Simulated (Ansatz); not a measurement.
**Effect of Ti vacancy on TiGe2**

Start from a 12-atom supercell of TiGe2 (space group Fddd, No. 70; a = 5.035 Å, b = 8.620 Å, c = 8.749 Å) at its relaxed geometry.

One thing is altered: one Ti atom is removed, atoms relaxed at fixed cell, starting from a slightly rattled geometry.

Level of theory: r2SCAN (Ansatz, a first-principles code, PAW, no spin-orbit coupling), earlier PAW set. k-mesh 6×7×6 (Γ-centred); smearing 0.05 eV (Fermi–Dirac).

| quantity | base | changed | shift |
|---|---|---|---|
| pressure | 0.0 GPa | -0.5 GPa | -0.5 GPa |
| largest displacement of a host atom from its site in the perfect cell | – | 0.08 Å | – |
| mean distance from the defect site to its nearest host atoms | 2.62 Å | 2.55 Å | -0.07 Å |

Final structure:

```xyz
11
Lattice="0.0000 4.3100 4.3744 5.0353 0.0000 0.0000 0.0000 4.3100 -4.3744" Properties=species:S:1:pos:R:3 pbc="T T T"
Ti     1.2573     6.4687     2.1972
Ti     2.4407     4.3138     4.3844
Ti     5.1088     4.3138     0.0100
Ge     1.2572     4.9378    -2.1772
Ge     3.7746     5.0874     2.1968
Ge     1.2576     3.6897     2.1970
Ge     3.7747     3.5402    -2.1769
Ge     2.5702     5.7903    -0.0396
Ge     4.9793     1.4795     0.0590
Ge     2.5704     2.8374     0.0595
Ge     4.9794     7.1482    -0.0393
```

The cell is small, so the values are those of an ordered compound at a high defect concentration; dilute-limit values will differ. All final runs are without spin polarisation. The defect cell is not spin-polarised.
